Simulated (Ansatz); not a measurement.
A relaxation of the atoms of SbAs (R3m, 2 atoms in the cell) with Ansatz (an electronic-structure program).

Method of the run: LDA (PW92), default PAW files made with PBE (plane waves; Ansatz).

The change in words: one atom moved by 0.15 angstrom; relax: default → atoms; relax.f_tol: default → 0.001 eV/Å. Reference geometry:
```
SbAs
1.0
    2.02662     1.17007     3.70544
   -2.02662     1.17007     3.70544
    0.00000    -2.34014     3.70544
Sb As
1 1
Direct
  0.22910   0.22910   0.22910
  0.77090   0.77090   0.77090
```

Reference input (self-consistent single point, DFT, LDA (PW92), plane waves, default PAW files made with PBE): basis.ecutwfc = 420 eV; kpoints.mp_grid.grid = 10 10 10; hamiltonian.xc = lda; hamiltonian.pseudopotentials = {kind: paw} (the program's default PAW files); scf.occupations.method = fermi_dirac; scf.occupations.width = 0.1 eV. This run's input differs from it in these lines:

```diff
@@ -6,3 +6,3 @@
   atoms:
-    - { symbol: Sb, position_ang: [-0.00000000, 0.00000023, 2.54675097] }
+    - { symbol: Sb, position_ang: [-0.00000000, 0.00000024, 2.69675472] }
     - { symbol: As, position_ang: [-0.00000000, 0.00000077, 8.56954468] }
@@ -17,2 +17,4 @@
   occupations: { method: fermi_dirac, width: 0.1 eV }
+relax:
+  f_tol: 0.001
 output:
```

Output (repeated stretches shortened):

```
   [... SCF lines of the steps left out ...]
relax step   1: F+E_penalty+E_count = -11109.42849481 eV  Δ(F+E_penalty+E_count) = +0.000e0 eV  max|allowed force component| = 6.229e-1 eV/Å  Δτ_max = 0.0000 Å  (7 SCF iters, dr2 threshold 1.00e-7 eV, accepted)
relax step   2: F+E_penalty+E_count = -11109.46005990 eV  Δ(F+E_penalty+E_count) = -3.157e-2 eV  max|allowed force component| = 4.484e-1 eV/Å  Δτ_max = 0.1045 Å  (6 SCF iters, dr2 threshold 2.42e-5 eV, accepted)
relax step   3: F+E_penalty+E_count = -11109.47347106 eV  Δ(F+E_penalty+E_count) = -1.341e-2 eV  max|allowed force component| = 1.556e-1 eV/Å  Δτ_max = 0.0497 Å  (5 SCF iters, dr2 threshold 1.26e-5 eV, accepted)
relax step   4: F+E_penalty+E_count = -11109.47568767 eV  Δ(F+E_penalty+E_count) = -2.217e-3 eV  max|allowed force component| = 2.232e-3 eV/Å  Δτ_max = 0.0142 Å  (4 SCF iters, dr2 threshold 2.91e-6 eV, accepted)
relax step   5: F+E_penalty+E_count = -11109.47568795 eV  Δ(F+E_penalty+E_count) = -2.707e-7 eV  max|allowed force component| = 2.400e-3 eV/Å  Δτ_max = 0.0000 Å  (5 SCF iters, accepted)
relax step   6: F+E_penalty+E_count = -11109.47568838 eV  Δ(F+E_penalty+E_count) = -4.316e-7 eV  max|allowed force component| = 8.593e-4 eV/Å  Δτ_max = 0.0003 Å  (4 SCF iters, accepted)
the relaxation is at rest under the 6 symmetry operations that the run kept from its start: a minimum is not shown …
Stability not checked: this state was not tested for a lower state beside it, because too few of the mixer's solves of this state at the end of the SCF gave a …
Free energy (F): -11109.475688 eV
Internal energy: -11109.466633 eV  (E = F + TS)
E sigma→0 (E₀):  -11109.471161 eV
Entropy (-TS):   -0.009056 eV (-4.528 meV/atom)
Fermi energy:    9.713805 eV
--- Forces (eV/Å), atoms counted from 1 ---
  atom   1  Sb     0.00000000    -0.00000000    -0.00085916
   [... lines left out ...]
--- Relaxed structure (6 steps of the walk, 6 accepted, 0 SCFs on fresh bases) ---
  F+E_penalty+E_count = -11109.47568838 eV   max|allowed force component| = 8.593e-4 eV/Å
  atoms:
    - { symbol: Sb, position: [0.23640712303899683, 0.23640712303899683, 0.2364071230389968] }
    - { symbol: As, position: [0.7770838774522626, 0.7770838774522626, 0.7770838774522626] }
```

The run converged. 

Summary of the result:
- Free energy E − TS (on the zero of these files): -11109.4757 eV
- Fermi level (on the code's own zero): 9.71 eV
- Pressure: -2.75 GPa
- Relaxation steps: 6

The starting cell comes from a database of computed structures (which also holds hypothetical and non-ambient phases and stackings), without a prior relaxation at this level. Its lattice was rescaled by up to half a per cent. For this run, on top of that: one atom moved by 0.15 angstrom. The relaxation keeps the symmetry of its start, so its end need not be a minimum. Ansatz's pressure includes its estimate of the finite-basis (Pulay) stress. The run gives no clean gap (levels at the Fermi energy touch, overlap or are partly filled at this smearing), which alone does not show that the compound is a metal.

Cost on one core of a shared machine: roughly 60 s.

Keys are those of Ansatz 0.2.
